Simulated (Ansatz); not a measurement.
The parent structure is AlP in the zinc blende structure (space group F-43m, No. 216).

```
CELL_PARAMETERS angstrom
      0.00000     2.75367     2.75367
      2.75367     0.00000     2.75367
      2.75367     2.75367     0.00000
ATOMIC_POSITIONS crystal
  P  0.25000 0.25000 0.25000
  Al 0.00000 0.00000 0.00000
```

Computed with DFT with PBE, PAW potentials and a 420 eV plane-wave cutoff in Ansatz (a quantum-chemistry and plane-wave program), scalar-relativistic without spin-orbit coupling, earlier PAW set.

Base values:

```
Quantity                 Value
-------------  ---------------
Gap character  indirect, Γ → X
```

The change: electron doping at 5.0×10^21 cm⁻³ (0.209 per cell), with a uniform compensating background at fixed cell and a 300 K Fermi–Dirac width.

What happens to the Fermi level from band edge and gap character?

The Fermi level relative to the doped band's edge (positive inside the band; to 0.05 eV) comes out as +0.95 eV; the gap character stays indirect, Γ → X.

Charged cell with a jellium background: band edges are those of the host's band count, energies are not comparable with the neutral cell, and many-body gap narrowing is missing. Whether these cells are dynamically stable was not tested.
